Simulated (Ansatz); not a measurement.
Take AlRu in the CsCl type structure (space group Pm-3m, No. 221; a = 2.983 Å) as the base.

The values are results of plane-wave PAW DFT at the r2SCAN level (Ansatz, a program for electronic structure, 500 eV), scalar-relativistic without spin-orbit coupling, not measurements.

One change was made to it. Results:

```json
[
 {"quantity": "density", "base": "8.01 g/cm³", "after": "8.32 g/cm³"},
 {"quantity": "shortest interatomic distance", "base": "2.583 Å", "after": "2.551 Å"}
]
```

### Question
Which of these changes matches the shifts?
A. pressure 9 GPa
B. pressure 30 GPa
C. pressure 22.5 GPa

### Answer
A, pressure 9 GPa. For comparison, the density in the other runs: pressure 30 GPa gives 8.93 g/cm³; pressure 22.5 GPa gives 8.72 g/cm³.

Load acts through the strain it causes; cell and atoms are relaxed under it. Stability against distortions was not tested. Competing high-pressure phases were not computed. The final runs are not spin-polarised.
